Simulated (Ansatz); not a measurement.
SnSe (model structure, started from the GeS type, Pnma, No. 62, 8 atoms in the cell)

The numbers are results of PBE-D3(BJ) (Ansatz, a quantum-chemistry and plane-wave program, plane waves, PAW), not measurements.

Numerical settings: plane-wave cutoff 500 eV, 4×10×8 k mesh (along the axes of the cell as run), Fermi–Dirac smearing 0.05 eV, scalar-relativistic PAW data made under PBE.

Cell (relaxed at this level):

```yaml
crystal:
  lattice:
    - [11.49010, 0.00000, 0.00000]
    - [0.00000, 4.16878, 0.00000]
    - [0.00000, 0.00000, 4.38390]
  atoms:
    - { symbol: Sn, position: [0.11790, 0.25000, 0.09507] }
    - { symbol: Sn, position: [0.38210, 0.75000, 0.59507] }
    - { symbol: Sn, position: [0.88210, 0.75000, 0.90493] }
    - { symbol: Sn, position: [0.61790, 0.25000, 0.40493] }
    - { symbol: Se, position: [0.85708, 0.25000, 0.47694] }
    - { symbol: Se, position: [0.64292, 0.75000, 0.97694] }
    - { symbol: Se, position: [0.14292, 0.75000, 0.52306] }
    - { symbol: Se, position: [0.35708, 0.25000, 0.02306] }
```

```
Property                        Value
--------  ---------------------------
band gap  0.55 eV (on the SCF k mesh)
```

Note: a distance lies near a switch of the dispersion term, which can move the cell.

Spin–orbit coupling is not included.

Computing time: around 8 core-minutes (rough).

A model structure was made by putting elements into a prototype or built by hand; here it ended with the formula and space group of a phase in our tables.
